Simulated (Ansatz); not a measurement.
One base run on ScHO₂ (Cmc2_1, 8 atoms in the cell) and variants with one or two settings moved

```
ScHO2
1.0
    1.61831    -6.41291     0.00000
    1.61831     6.41291     0.00000
    0.00000     0.00000     4.01091
Sc H O
2 2 4
Direct
  0.32436   0.67564   0.74972
  0.67564   0.32436   0.24972
  0.98392   0.01608   0.56697
  0.01608   0.98392   0.06697
  0.71490   0.28510   0.74912
  0.28510   0.71490   0.24912
  0.93073   0.06927   0.74479
  0.06927   0.93073   0.24479
```

Base run A: HSE06, default PAW files made with PBE (Ansatz, a program for electronic structure), self-consistent single point.

Its settings: basis.ecutwfc = 420 eV; kpoints.mp_grid.grid = 4 4 3; hamiltonian.xc = hse06; hamiltonian.pseudopotentials = {kind: paw} (the program's default PAW files); scf.occupations.method = gaussian; scf.occupations.width = 0.01 eV.

The starting cell comes from a database of computed structures (which also holds hypothetical and non-ambient phases and stackings), without a prior relaxation at this level. Its lattice was rescaled by a random factor within 2.5 % of one. Ansatz's pressure includes its estimate of the finite-basis (Pulay) stress.

ΔF is the free energy per atom less that of run A. A dash stands where there is no value to compare (another energy zero or no entropy term, no result, no spin, no clean gap, or a mesh too coarse for one). Total energies depend on the potentials, the functional and any Hubbard or dispersion term, so they are compared only between runs that share all of them.

Runs:
- B: hamiltonian.xc: hse06 → pbesol [PBEsol]
- C: hamiltonian.xc: hse06 → pbe0 [PBE0]
- D: kpoints.mp_grid.grid: 4 4 3 → 3 3 2; kpoints.mp_grid.shift: default → 0.5 0.5 0.5
- E: scf.convergence.dr2_threshold: default (1e-07 eV) → 1e-06 eV
- F: scf.exx.singularity: default → regularized
- G: scf.mixing.algorithm: default (the program chose MSR1) → anderson; scf.mixing.beta: default → 0.05
- H: scf.mixing.preconditioner: default (the program chose none) → kerker; scf.mixing.q_tf: default → 1.5
- I: basis.precision: default → f64

| run | ΔF (meV/atom) | pressure (GPa) | largest force (eV/Å) | gap on the mesh (eV) | k-points |
|---|---|---|---|---|---|
| A | 0.00 | 1.59 | 0.050 | 6.335 | 14 |
| B | – | 0.81 | 0.794 | 4.467 | 14 |
| C | – | 1.56 | 0.045 | 7.103 | 14 |
| D | 9.4 | 2.03 | 0.173 | 6.863 | 4 |
| E | 0.00 | 1.59 | 0.050 | 6.335 | 14 |
| F | – | 1.58 | 0.050 | 6.336 | 14 |
| G | 0.00 | 1.59 | 0.050 | 6.334 | 14 |
| H | 0.00 | 1.59 | 0.050 | 6.335 | 14 |
| I | 0.00 | 1.59 | 0.050 | 6.335 | 14 |

Run B against A: The pressure goes from 1.59 to 0.81 GPa, the largest force goes from 0.050 to 0.794 eV/Å and the gap on the mesh goes from 6.335 to 4.467 eV.

Run I against A: The free energy hardly moves (within 1 meV/atom), the pressure stays at 1.59 GPa, the largest force stays at 0.050 eV/Å and the gap on the mesh stays at 6.335 eV.

Run D against A: The free energy goes up by 9.4 meV/atom, the pressure goes from 1.59 to 2.03 GPa, the largest force goes from 0.050 to 0.173 eV/Å and the gap on the mesh goes from 6.335 to 6.863 eV.

Keys are those of Ansatz 0.2.
